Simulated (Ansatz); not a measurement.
Si0.75Ge0.25, ordered (1 1 1) on silicon (1 1 1) (film strained to the substrate, faces as cut)

A periodic stack without vacuum, Si0.75Ge0.25, ordered (1 1 1) on silicon (1 1 1) (film strained to the substrate, faces as cut): substrate slab Si20, film Ge4Si12, surface cells [[-1, 2], [-1, 0]] and [[1, 1], [-1, 0]], film strained by -1.1 and -1.1 %, faces Si/Si and Si/GeSi as cut (like faces can put a slab off its formula).

The start was prepared with a machine-learned potential, and the result is one local minimum, with the in-plane cell held and forces under 0.04 eV/Å; the film can end far from its bulk form.

Methods: PBE (plane waves to 420 eV, PAW; Ansatz, a quantum-chemistry and plane-wave program); HSE06 (plane waves to 420 eV, PAW; Ansatz). Geometries and values that name no level are of the first. No spin–orbit coupling; PBE gaps are too small against experiment. Its k-point mesh 4×6×1, Fermi–Dirac width 0.05 eV. HSE06 ran on meshes of its own (6×6×6, 4×3×5); its edges and gaps are taken over the mesh and over extra points off it, mostly where PBE has its edges.

interface area: 25.9 Å²
period: 28.64 Å
gaps between the outermost planes at the two interfaces: 2.38 and 2.39 Å
Si–Si contacts across the interfaces within 1.22 times the sum of covalent radii: 3, mean 2.39 Å
Ge–Si contacts across the interfaces within 1.22 times the sum of covalent radii: 1, mean 2.43 Å
PBE gap of the stack on the mesh, by band count: 0.50 eV
two interfaces: unlike, so that offsets are their mean
Fermi level over the substrate's valence edge (PBE): +0.42 eV
valence offset, film less substrate (PBE): +0.20 eV
conduction offset (PBE): -0.13 eV
valence offset, film less substrate (HSE06 edges on the PBE line-up): +0.21 eV
conduction offset (HSE06 edges on the PBE line-up): -0.13 eV
spin-polarised check at this geometry: falls back to no moment
levels of the stack inside the substrate's PBE gap at the listed points (of the film's bands or of the interfaces): 2

```xyz
36
Lattice="6.6993 0.0000 0.0988 0.0000 3.8679 -0.0548 0.6893 -1.5193 28.6778" Properties=species:S:1:pos:R:3 pbc="T T T"
Si     2.9336     1.6776     2.0374
Si     6.2733    -0.2580     2.0941
Si     5.1694     1.6648     1.2509
Si     1.8281    -0.2677     1.2732
Si     0.6463     1.7212     5.1431
Si     3.9989    -0.2127     5.2306
Si     2.8958     1.7103     4.4006
Si     6.2390    -0.2237     4.4632
Si     5.0658     1.7674     8.3718
Si     1.7161    -0.1666     8.3469
Si     0.6100     1.7560     7.5130
Si     3.9617    -0.1778     7.5956
Si     2.7847     1.8136    11.4968
Si     6.1350    -0.1204    11.5652
Si     5.0287     1.8022    10.7381
Si     1.6808    -0.1318    10.7157
Si     0.4975     1.8591    14.6120
Si     3.8572    -0.0741    14.6955
Si     2.7473     1.8485    13.8650
Si     6.0970    -0.0860    13.9278
Ge     2.6831     1.9050    17.8537
Ge     4.8777     1.9493    21.0798
Ge     7.0629     1.9992    24.3312
Ge     2.5562     2.0392    27.4654
Si     6.0450    -0.0293    17.9217
Si     7.1378     1.8935    17.0925
Si     3.8475    -0.0404    17.0779
Si     1.5224     0.0175    21.0662
Si     2.6246     1.9401    20.2620
Si     6.0327     0.0037    20.2923
Si     3.7111     0.0647    24.2918
Si     4.8179     1.9875    23.4919
Si     1.5141     0.0531    23.4393
Si     5.8891     0.1087    27.5362
Si     7.0014     2.0315    26.7414
Si     3.7014     0.0935    26.6624
```
